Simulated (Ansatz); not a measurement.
B20 (FeSi-type) MnGe, treated with PBEsol (plane waves, PAW; Ansatz, a first-principles code).

Run with plane-wave cutoff 520 eV, 12×12×12 k mesh, Fermi–Dirac smearing 0.05 eV, spin-polarised start, scalar-relativistic PAW data made under PBE.

Computed at the level's own relaxed cell.

Q: What does this level give for the volume per atom and equilibrium lattice constant a?

A: 
* **volume per atom**: 12.81 Å³/atom
* **equilibrium lattice constant a**: 4.680 Å

The run finds no gap.

Note: the magnetic order was assumed, not searched for or taken from measurement; the relaxation could not lower the start's symmetry, so the cell can be a saddle point above a distorted one.

The computed numbers hold no vibrational or temperature effects.
